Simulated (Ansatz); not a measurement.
A computed series for hypothetical CsCl type FeAs: response to strain

Consider FeAs in the CsCl type structure (space group Pm-3m, No. 221; a = 2.905 Å; ferromagnetic; a hypothetical phase, not in the database extracts checked; relaxed with 0.1 eV smearing). Axes: x, y, z lie along the cube axes.

Strains are applied to the cell and any free atomic positions relax; under biaxial strain the out-of-plane vector relaxes too.

Level of theory: plane-wave PAW DFT at the PBEsol level (Ansatz, a first-principles code, 420 eV), scalar-relativistic without spin-orbit coupling.

Notes on the quantities. energy relative to the base: free energy F; pressure: mean of the normal stresses, compression positive.

```tsv
case	energy relative to the base	pressure	largest site moment	shortest interatomic distance	space group
base	0 meV/atom	0.0 GPa	0.93 μB	2.515 Å	Pm-3m (No. 221)
biaxial strain +1.72 %, plane normal [001], relaxed out of plane	+6.6 meV/atom	-3.3 GPa	1.00 μB	2.534 Å	P4/mmm (No. 123)
biaxial strain −2.13 %, plane normal [110], relaxed out of plane	+10 meV/atom	4.5 GPa	0.88 μB	2.462 Å	Cmmm (No. 65)
biaxial strain −1.73 %, plane normal [110], relaxed out of plane	+6.8 meV/atom	3.6 GPa	0.89 μB	2.472 Å	Cmmm (No. 65)
biaxial strain +2.02 %, plane normal [110], relaxed out of plane	+7.6 meV/atom	-3.1 GPa	1.02 μB	2.502 Å	Cmmm (No. 65)
isotropic strain +3.06 %	+40 meV/atom	-8.3 GPa	1.68 μB	2.592 Å	Pm-3m (No. 221)
uniaxial strain ε_xx = +5.22 %	+25 meV/atom	-6.3 GPa	1.25 μB	2.560 Å	P4/mmm (No. 123)
uniaxial strain ε_xx = +5.34 %	+26 meV/atom	-6.4 GPa	1.26 μB	2.561 Å	P4/mmm (No. 123)
uniaxial strain ε_zz = −1.05 %	+1.2 meV/atom	1.9 GPa	0.90 μB	2.507 Å	P4/mmm (No. 123)
tensor shear ε_yz = −1.05 %	+1.1 meV/atom	0.1 GPa	0.93 μB	2.498 Å	Cmmm (No. 65)
```

Other magnetic orders, which the real material may have, were not ruled out. Whether these cells are dynamically stable was not tested.
